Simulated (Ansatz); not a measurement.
System: O vacancy in rutile SnO2 (charge state +2). All values below come from PBE, PAW (plane waves to 420 eV; Ansatz, a program for electronic structure).

Settings: 216 host sites, the relaxed PBE lattice, one k-point at (0.250, 0.250, 0.250), smearing 0.01 eV, spin-restricted, no image-charge correction. Energies are static. The charge state is imposed; whether it is stable for some Fermi level was not computed. Forms of the defect that were not tried may lie lower.

Barriers: single points on a 2×2×2 k-point mesh shifted by half a step at the bands' geometries.

The step: one O atom jumps into the vacancy from a nearby O site. Atoms about the jump, Cartesian Å from the middle of the jump, before and after:

| atom | x0 | y0 | z0 | x1 | y1 | z1 |
|---|---|---|---|---|---|---|
| O1 | -0.24 | 1.12 | 0.77 | 0.24 | -1.12 | -0.77 |
| Sn2 | 1.36 | -0.15 | 0.95 | 1.41 | -0.46 | 0.79 |
| Sn3 | -1.18 | 2.14 | -0.83 | -1.31 | 2.26 | -0.98 |
| O4 | -0.24 | 1.12 | -2.42 | -0.28 | 1.23 | -2.44 |
| O5 | 2.07 | 0.56 | -0.83 | 2.08 | 0.71 | -0.77 |
| Sn6 | 1.36 | -0.15 | -2.60 | 1.22 | -0.27 | -2.44 |
| O7 | -2.66 | 0.67 | -0.83 | -2.59 | 0.66 | -0.81 |
| O8 | -2.03 | -1.70 | 0.73 | -2.13 | -1.76 | 0.79 |
| O9 | 0.33 | -1.18 | 2.41 | 0.24 | -1.12 | 2.35 |
| Sn10 | -1.36 | -2.87 | -0.83 | -1.20 | -2.70 | -0.82 |
| O11 | -2.03 | -1.71 | -2.39 | -2.10 | -1.75 | -2.44 |
| O12 | 0.30 | 3.59 | -0.83 | 0.30 | 3.54 | -0.81 |
| O13 | -2.09 | 3.05 | 0.80 | -2.02 | 2.97 | 0.79 |
| O14 | 2.64 | -1.76 | 0.77 | 2.80 | -1.85 | 0.79 |
| O15 | 2.22 | 0.71 | 2.52 | 2.08 | 0.71 | 2.35 |
| Sn16 | -3.60 | -0.26 | 0.79 | -3.60 | -0.28 | 0.79 |
| O17 | -0.19 | -3.54 | 0.73 | -0.21 | -3.59 | 0.79 |
| O18 | -2.65 | 0.64 | 2.40 | -2.58 | 0.66 | 2.39 |
| Sn19 | -1.19 | 2.13 | 2.42 | -1.31 | 2.26 | 2.57 |
| O20 | 2.64 | -1.76 | -2.42 | 2.71 | -1.75 | -2.41 |
| O21 | 0.33 | -1.18 | -4.06 | 0.29 | -1.19 | -4.05 |
| Sn22 | -1.17 | -2.68 | 2.40 | -1.20 | -2.70 | 2.40 |

**Question.** Predict the transition state.

**Answer.** 
| atom | x | y | z |
|---|---|---|---|
| O1 | -0.17 | 0.03 | -0.30 |
| Sn2 | 1.42 | -0.27 | 0.85 |
| Sn3 | -1.13 | 1.97 | -0.92 |
| O4 | -0.18 | 1.25 | -2.60 |
| O5 | 2.33 | 0.58 | -0.84 |
| Sn6 | 1.32 | -0.13 | -2.49 |
| O7 | -2.75 | 0.69 | -0.85 |
| O8 | -2.17 | -1.79 | 0.79 |
| O9 | 0.30 | -1.14 | 2.41 |
| Sn10 | -1.35 | -2.77 | -0.81 |
| O11 | -2.07 | -1.69 | -2.40 |
| O12 | 0.34 | 3.47 | -0.81 |
| O13 | -1.97 | 2.90 | 0.76 |
| O14 | 2.69 | -1.82 | 0.78 |
| O15 | 2.12 | 0.76 | 2.43 |
| Sn16 | -3.63 | -0.27 | 0.78 |
| O17 | -0.18 | -3.48 | 0.74 |
| O18 | -2.61 | 0.64 | 2.39 |
| Sn19 | -1.31 | 2.24 | 2.55 |
| O20 | 2.62 | -1.77 | -2.39 |
| O21 | 0.33 | -1.17 | -4.02 |
| Sn22 | -1.17 | -2.66 | 2.41 |
It lies 1.21 eV above the start and 1.21 eV above the end. The saddle point's order was not checked.
